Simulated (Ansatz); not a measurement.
Input:

```
AlN
1.0
    3.12419     0.00000     0.00000
   -1.56209     2.70563     0.00000
    0.00000     0.00000     4.90786
Al N
2 2
Direct
  0.33333   0.66667   0.99458
  0.66667   0.33333   0.49458
  0.33333   0.66667   0.38042
  0.66667   0.33333   0.88042
```

All values below come from PBE with spin-orbit coupling, rigid bands (plane waves, PAW; Ansatz, a program for electronic structure). Condition of this run: uniaxial stress along c of 4.5 GPa (compression positive) (the target of the relaxation). Geometry: cell and atoms relaxed with PBEsol, then loaded as said.

Task: Predict the hole conductivity mass (n e² τ/σ) at 300 K, by direction if it differs.

Result: 3.3 (x), 3.3 (y), 0.37 (z) mₑ.

Task: Predict the electron conductivity mass (n e² τ/σ) at 300 K, by direction if it differs.

Result: 0.31 mₑ.

Task: And the band gap?

Result: 4.15 eV at this level; semilocal functionals usually fall short of the measured gap.

Rigid bands, one relaxation time for all states, no polarons. Geometry: cell and atoms relaxed with PBEsol.
